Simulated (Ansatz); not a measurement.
**How the c axis length of HfB2 (model structure, started from the MoSi2 type, I4/mmm, No. 139, 3 atoms in the cell) moves with the method**

No measured value is used here.

| level (code) | value (Å) |
|---|---|
| LDA (Ansatz) | 6.171 |
| PBE (Ansatz) | 6.271 |
| PBEsol (Ansatz) | (withheld) |
| r²SCAN (Ansatz) | 6.247 |

**Question.** Fill in the missing entries.

**Answer.** 
- PBEsol (Ansatz, a first-principles code), value (Å): 6.228

Density-functional levels without +SOC have no spin–orbit coupling. Cutoffs differ between the levels. Ansatz's density-functional and Hartree–Fock values are scalar-relativistic unless marked +SOC, with PAW data made under PBE.

A model structure was made by putting elements into a prototype or built by hand; it is no filed structure, need not be a known phase, and can be a saddle point held by its symmetry.
